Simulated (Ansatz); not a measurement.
CsCl-type TiCo

Level of theory: revPBE in Ansatz (PAW).

Run with plane-wave cutoff 520 eV, 18×18×18 k mesh, Fermi–Dirac smearing 0.05 eV, no spin polarisation, scalar-relativistic PAW data made under PBE.

Cell (relaxed at this level):

```cif
data_CoTi
_chemical_formula_sum 'Ti1 Co1'
_space_group_name_H-M_alt 'P 1'
_space_group_IT_number 1
_cell_length_a 2.98974
_cell_length_b 2.98974
_cell_length_c 2.98974
_cell_angle_alpha 90.000
_cell_angle_beta 90.000
_cell_angle_gamma 90.000
loop_
_space_group_symop_operation_xyz
  'x, y, z'
loop_
_atom_site_label
_atom_site_type_symbol
_atom_site_fract_x
_atom_site_fract_y
_atom_site_fract_z
_atom_site_occupancy
Ti1 Ti 0.00000 0.00000 0.00000 1
Co1 Co 0.50000 0.50000 0.50000 1
```

```yaml
bulk modulus B0: 170 GPa
band_gap: none
pressure derivative B′ of the bulk modulus: 4.2
```

Measured, for comparison: bulk modulus 154 GPa (room temperature, not corrected to a static lattice; as tabulated in Yamada et al. (2019), arXiv:1910.09660). Computed (rounded) less measured: bulk modulus +10 %.

Computing time: very roughly 30 core-seconds.

Ansatz is a first-principles code.
